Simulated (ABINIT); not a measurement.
A self-consistent single point of SbPt (P6_3/mmc, 4 atoms in the cell) with ABINIT.

Computed with LDA (PW92), norm-conserving pseudopotentials (PseudoDojo nc-sr-04 LDA standard) (plane waves; ABINIT 10.0.3).

```
SbPt
1.0
    4.14527     0.00000     0.00000
   -2.07264     3.58991     0.00000
    0.00000     0.00000     5.49655
Sb Pt
2 2
Direct
  0.66667   0.33333   0.75000
  0.33333   0.66667   0.25000
  0.00000   0.00000   0.50000
  0.00000   0.00000   0.00000
```

Reference input (self-consistent single point, DFT, PBEsol, plane waves, norm-conserving pseudopotentials (PseudoDojo nc-sr-04 PBEsol standard)): pseudos = [Sb.upf, Pt.upf]; ecut = 42 Ha; occopt = 3; tsmear = 0.1 eV; ngkpt = 8 8 5; nshiftk = 1; shiftk = 0 0 0; potentials = PseudoDojo nc-sr-04 PBEsol standard; nband = 42; kptopt = 1; nstep = 80; tolvrs = 1e-10. This run's input differs from it in these lines:

```diff
@@ -1,2 +1,2 @@
-# SbPt, PseudoDojo nc-sr-04 PBEsol standard
+# SbPt, PseudoDojo nc-sr-04 LDA standard
 pp_dirpath "./"
```

Its files differ too (potentials: PseudoDojo nc-sr-04 PBEsol standard → PseudoDojo nc-sr-04 LDA standard).

The program printed (abridged):

```
--- !BeginCycle
solver: {iscf: 7, nstep: 80, nline: 4, wfoptalg: 0, }
tolerances: {tolvrs: 1.00E-10, }
...

     iter   Etot(hartree)      deltaE(h)  residm     vres2
 ETOT  1  -442.28808190044    -4.423E+02 5.324E-01 6.121E+02
 ETOT  2  -442.51608881080    -2.280E-01 9.169E-02 2.349E+03
 ETOT  3  -442.83018959277    -3.141E-01 1.501E-02 1.016E+02
 ETOT  4  -442.84248185527    -1.229E-02 3.134E-03 1.002E+01
 ETOT  5  -442.84371331151    -1.231E-03 2.563E-03 3.762E-02
   [... 2 lines left out ...]
 ETOT  8  -442.84371893212    -4.598E-09 9.550E-04 8.962E-06
 ETOT  9  -442.84371893328    -1.156E-09 4.305E-04 4.767E-08
 ETOT 10  -442.84371893328     4.547E-13 7.199E-04 6.627E-10
 ETOT 11  -442.84371893329    -8.868E-12 5.082E-04 1.387E-12
 At SCF step   11       vres2   =  1.39E-12 < tolvrs=  1.00E-10 =>converged.

 Cartesian components of stress tensor (hartree/bohr^3)
  sigma(1 1)=  4.13639036E-05  sigma(3 2)=  0.00000000E+00
  sigma(2 2)=  4.13639043E-05  sigma(3 1)=  0.00000000E+00
  sigma(3 3)=  8.17317981E-05  sigma(2 1)= -1.02048691E-13

 ----iterations are completed or convergence reached----

 reduced coordinates (array xred) for    4 atoms
       0.666666664478      0.333333331152      0.749999997812
       0.333333331145      0.666666664485      0.249999997812
      -0.000000002188     -0.000000002181      0.499999997812
      -0.000000002188     -0.000000002181     -0.000000002188
 cartesian forces (eV/Angstrom) at end:
    1     -0.00000000000000    -0.00000000000000    -0.00000000000000
   [... lines left out ...]
 Fermi (or HOMO) energy (hartree) =   0.41848   Average Vxc (hartree)=  -0.46154
   [... lines left out ...]
total_energy        : -4.42843718933287E+02
total_energy_eV     : -1.20503904258836E+04
band_energy         : -3.70751502673321E+01
...

-Cartesian components of stress tensor (GPa)         [Pressure= -1.6129E+00 GPa]
- sigma(1 1)=  1.21696786E+00  sigma(3 2)=  0.00000000E+00
- sigma(2 2)=  1.21696787E+00  sigma(3 1)=  0.00000000E+00
- sigma(3 3)=  2.40463212E+00  sigma(2 1)= -3.00237564E-09

 Calculation completed.
```

The run converged in 11 iterations. Against the reference run the pressure goes from 0.93 to -1.61 GPa.

The starting cell comes from a database of computed structures (which also holds hypothetical and non-ambient phases and stackings), without a prior relaxation at this level. Its lattice was rescaled by a random factor within 2.5 % of one. Spin polarisation is off.

Cost on one core of a shared machine: roughly 4 min.
